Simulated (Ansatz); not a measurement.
Relaxation of the outer planes of the (211) surface of antifluorite Mg2Si in its 1x1 cell (cut with top plane 2 Mg + Si, bottom plane 2 Mg + Si), outermost plane spacing 1.30 Å in the ideal cut.

All values below come from PBE (plane waves to 420 eV, PAW; Ansatz, a program for electronic structure).

Model: 30-atom slab, Mg20Si10, 11.7 Å thick at the start, 6x3x1 mesh, Fermi-Dirac 0.025 eV, dipole correction, all atoms relaxed; symmetry of the start imposed; no spin (no spin-polarised run to compare, though such a face may carry moments), no spin-orbit, no U. The slab shows no gap over 0.04 eV on its mesh.

```tsv
plane	atoms	bulk spacing to the next (Å)	relaxed spacing (Å)	change (%)	rumpling (Å)
1	Si + 2 Mg	1.299	[?]	[?]	[?]
2	2 Mg + Si	1.299	1.287	-0.9	0.25 (Mg outermost)
```

Problem. What belongs in the gaps?

Solution. 
- 1, relaxed spacing (Å): 1.197
- 1, change (%): -7.8
- 1, rumpling (Å): 0.24 (Si outermost)
